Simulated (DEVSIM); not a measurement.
Structure: Schottky contact on n-type GaP, at 300 K.

Layer 1 from the left is GaP, thickness (μm) 7.20, Nd (cm⁻³) 3.1e16, τn (s) 5e-7, τp (s) 5e-7. Layer 2 from the left is GaP, thickness (μm) 0.930, Nd (cm⁻³) 1.8e18, τn (s) 5e-7, τp (s) 5e-7.

Left contact: Schottky, work function 5.43 eV, emission velocity 9.5e6 cm/s. Right contact: ohmic. Voltage is applied to the left contact. Recombination: SRH at mid-gap, radiative, Auger. Mobility is μmin + (μ − μmin)/(1 + (N/Nref)^α).

Constants are typed, rounded textbook-type inputs, not results; the design itself was drawn at random and stands for no fabricated device. Values at 300 K.

GaP: gap (eV) 2.26, affinity (eV) 3.8, permittivity 11.1, Nc (cm⁻³) 1.8e19, Nv (cm⁻³) 1.9e19, μn (cm²/Vs) 250, μp (cm²/Vs) 150, μn,min 10, μp,min 10, Nref,n 4.4e18, Nref,p 1e18, αn 0.8, αp 0.85, B (cm³/s) 1e-13, Cn (cm⁶/s) 1e-30, Cp (cm⁶/s) 1e-30.

Simulated with DEVSIM: 1D drift-diffusion, Boltzmann statistics, complete ionisation; no tunnelling, impact ionisation, image-force lowering or self-heating. Metal contacts follow the ideal Schottky-Mott rule: no Fermi-level pinning, no interface dipoles.

Dark forward current:

```csv
|V| (V),|J| (A/cm²)
0.45,2.975e-13
0.50,2.035e-12
0.55,1.394e-11
0.60,9.555e-11
0.65,6.545e-10
0.70,4.480e-9
0.75,3.064e-8
0.80,2.092e-7
0.85,1.427e-6
0.90,9.714e-6
0.95,6.598e-5
1.00,0.0004469
1.05,0.003016
1.10,0.02024
1.15,0.1346
1.20,0.8733
1.25,5.155
1.30,22.42
1.35,60.73
1.40,115.2
1.45,179.0
1.50,248.1
1.55,320.5
1.60,395.2
1.65,471.4
1.70,548.8
```

Problem. Work out the local ideality factor n = ΔV / (kT/q · ln(J2/J1)) between the rows 0.45 and 0.50 V, 0.55 and 0.60 V, 1.65 and 1.70 V.

Solution. kT/q = 25.85 mV. From 0.45 to 0.50 V: ln(2.035e-12/2.975e-13) = 1.923, n = 1.01, near the 1 of diffusion or emission over a barrier. From 0.55 to 0.60 V: ln(9.555e-11/1.394e-11) = 1.925, n = 1.00, near the 1 of diffusion or emission over a barrier. From 1.65 to 1.70 V: ln(548.8/471.4) = 0.152, n = 12.72; the layers' resistance at their doping, Σ W/(qμN) = 0.00059 Ω cm², would take 46 mV of this step of 50 mV.

Problem. Estimate the current at 0.80 V for emission alone, J0 = q v N_band exp(−φB/kT), and read the barrier back from the simulated current.

Solution. φB = 1.630 eV, N_band = 1.80e19 cm⁻³, J0 = 1.13e-20 A/cm²; J = J0 (exp(qV/kT) − 1) = 3.11e-7 A/cm². The simulation gives 2.09e-7 A/cm²; the estimate lies 49 % above. Read backwards, the simulated current gives an apparent barrier of 1.640 eV. The estimate leaves out transport through the depletion region and minority injection.
